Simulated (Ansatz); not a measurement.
An ideal cubic perovskite cell is held by its symmetry; such compounds can tilt or shift off centre at room temperature. Cells marked so need not be the phases stable at ambient conditions, and some may be hypothetical.

 Where the default PAW files enter, the runs use the earlier of Ansatz's two default sets.

The gap is the functional's own, uncorrected, and κ follows it; spin-orbit coupling is left out. Mid-gap values are interpolated between the computed energies.

A. Li3Sb (Fm-3m, not sure to be the ambient phase, 4 atoms a cell, 17.5 Å³ an atom), along the normal of (001)
B. AgCl (Fm-3m, rock salt, 2 atoms a cell, 21.3 Å³ an atom), along the normal of (110)
C. Ba₂H₆Os (Fm-3m, not sure to be the ambient phase, 9 atoms a cell, 14.7 Å³ an atom), along the normal of (110)
D. KCdF3 (Pm-3m, cubic perovskite, not sure to be the ambient phase, 5 atoms a cell, 16.8 Å³ an atom), along the normal of (001)

Problem. Rank these by mid-gap decay constant of the slowest evanescent state (highest first), as r2SCAN run with Ansatz (a first-principles code) gives it.

Solution. D (0.45 1/Å), C (0.40 1/Å), B (0.22 1/Å), A (0.17 1/Å)
